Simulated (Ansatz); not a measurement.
An Ansatz (a first-principles code) input (r2SCAN in Ansatz (plane waves to 500 eV, PAW, spin-orbit coupling left out)):

Ansatz 0.2 input:
```yaml
crystal:
  lattice:
    - [0, 1.9222105001, 1.9250938159]
    - [1.9222105001, 0, 1.9250938159]
    - [1.9222105001, 1.9222105001, 0]
  atoms:
    - { symbol: Ir, position: [0, 0, 0] }
basis: { ecutwfc: 500, ecutrho_ratio: 4, xc_grid: 4, fft_grid_basis: typed }
kpoints: { mp_grid: { grid: [21, 21, 21] } }
hamiltonian:
  xc: r2scan
  dispersion: none
  pseudopotentials: { kind: paw }
scf: { occupations: { method: fermi_dirac, width: 0.05 }, convergence: { dr2_threshold: 0.0000000001 } }
relax: { f_tol: 0.005, max_steps: 50 }
output: { forces: true, stress: true }
checkpoint: { write: state.ck, write_every: 1000 }
```

### Question
Which symmetry and how many k-points will the program report, and about how many plane waves at Γ?

### Answer
Space group I4/mmm (ITA 139) with 16 operations, k-points 726 of 9261, and 339 plane waves at Γ.

### Question
And the final pressure?

### Answer
-0.56 GPa (compression positive).

The cells carry an imposed strain or load. Stability against distortions was not tested. The final runs are not spin-polarised. The cell was made from Ir in the fcc (Cu type) structure (space group Fm-3m, No. 225) by this change: uniaxial strain ε_zz = +0.15 %.
